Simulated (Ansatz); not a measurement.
Partial pair distribution functions of a relaxed model of amorphous silicon oxynitride (Si30N38O3), broadened by 0.06 Å; density 2.93 g/cm³. These are PBE, scalar-relativistic without spin-orbit coupling (plane waves to 420 eV, PAW; Ansatz, a first-principles code) values and carry that method's errors.

The cell was made by melting and quenching with the CHGNet potential and then relaxed with DFT. O and N atoms were pushed apart under 1.9 Å during the dynamics, to hinder bonds among them. The hot cell started wider than the set density and was brought back towards it in steps. It is the lowest in DFT energy of 2 quenches. It is a model cell: composition and starting density were chosen by hand, and all elements were melted together. No dispersion term was used. Its density started from a set value of 2.93 and ended at 2.93 g/cm³. The simulated quench (nominally 380 K/ps over its main leg) is rapid and tends to freeze in more defects than a deposited or slowly cooled glass has. One small periodic cell is one sample of the glass; other quenches scatter about these values. The volume was held where the preparation left it and the shape relaxed, at a PBE pressure of -0.3 GPa (tension).

| r (Å) | g Si-N | g Si-O | g Si-Si | g N-N |
|---|---|---|---|---|
| 1.40 | 0.00 | 0.01 | 0.00 | 0.00 |
| 1.50 | 0.03 | 1.32 | 0.00 | 0.00 |
| 1.60 | 1.40 | 9.82 | 0.00 | 0.00 |
| 1.70 | 8.06 | 4.88 | 0.00 | 0.00 |
| 1.80 | 8.71 | 0.16 | 0.00 | 0.00 |
| 1.90 | 2.07 | 0.00 | 0.00 | 0.00 |
| 2.00 | 0.22 | 0.00 | 0.00 | 0.00 |
| 2.10 | 0.02 | 0.00 | 0.00 | 0.00 |
| 2.20 | 0.00 | 0.00 | 0.00 | 0.00 |
| 2.30 | 0.00 | 0.00 | 0.01 | 0.11 |
| 2.40 | 0.00 | 0.00 | 0.29 | 0.62 |
| 2.50 | 0.00 | 0.00 | 0.91 | 0.78 |
| 2.60 | 0.03 | 0.10 | 0.79 | 1.26 |
| 2.70 | 0.10 | 0.62 | 1.05 | 2.09 |
| 2.80 | 0.16 | 0.28 | 2.11 | 3.35 |
| 2.90 | 0.30 | 0.52 | 2.80 | 3.42 |
| 3.00 | 0.48 | 0.79 | 2.82 | 2.72 |
| 3.10 | 0.79 | 0.66 | 2.33 | 1.66 |
| 3.20 | 0.95 | 0.32 | 1.79 | 0.85 |
| 3.30 | 1.05 | 0.38 | 1.17 | 0.82 |
| 3.40 | 0.84 | 1.04 | 0.72 | 0.73 |
| 3.50 | 0.98 | 1.79 | 0.49 | 0.62 |
| 3.60 | 1.30 | 1.55 | 0.40 | 0.45 |
| 3.70 | 1.48 | 1.04 | 0.46 | 0.69 |
| 3.80 | 1.51 | 2.10 | 0.47 | 0.59 |
| 3.90 | 1.56 | 1.82 | 0.55 | 0.33 |
| 4.00 | 1.40 | 1.65 | 0.58 | 0.51 |
| 4.10 | 1.38 | 2.07 | 0.59 | 0.49 |
| 4.20 | 1.35 | 1.97 | 0.72 | 0.53 |
| 4.30 | 1.29 | 2.08 | 0.88 | 0.74 |
| 4.40 | 1.31 | 1.19 | 1.24 | 0.78 |
| 4.50 | 1.24 | 0.22 | 0.96 | 0.76 |
| 4.60 | 1.01 | 0.37 | 0.82 | 0.98 |

Within 2.12 Å each Si has 3.77 N neighbours on average.
